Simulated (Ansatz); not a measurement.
Density of states of monolayer SnS$_{2}$ above the conduction band minimum, HSE06, rigid bands (Ansatz, a quantum-chemistry and plane-wave program); cell area 11.87 Å².

| energy from edge (eV) | 10⁻³ states/eV/cell |
|---|---|
| 0.006 | 627 |
| 0.031 | 616 |
| 0.056 | 656 |
| 0.081 | 645 |
| 0.106 | 653 |
| 0.131 | 656 |
| 0.156 | 657 |
| 0.181 | 671 |
| 0.206 | 678 |
| 0.231 | 694 |
| 0.256 | 697 |
| 0.281 | 686 |
| 0.319 | 715 |
| 0.344 | 749 |
| 0.369 | 754 |
| 0.394 | 769 |
| 0.419 | 783 |
| 0.444 | 781 |
| 0.469 | 787 |
| 0.494 | 803 |
| 0.519 | 821 |
| 0.544 | 825 |
| 0.569 | 859 |
| 0.594 | 872 |

What effective density of states at 300 K does this give (∫ g(E) exp(−E/k_BT) dE, both spins, divided by the cell's size)?

1.4e13 cm⁻².

Spin-orbit coupling is left out. Geometry: cell and atoms relaxed with PBE.
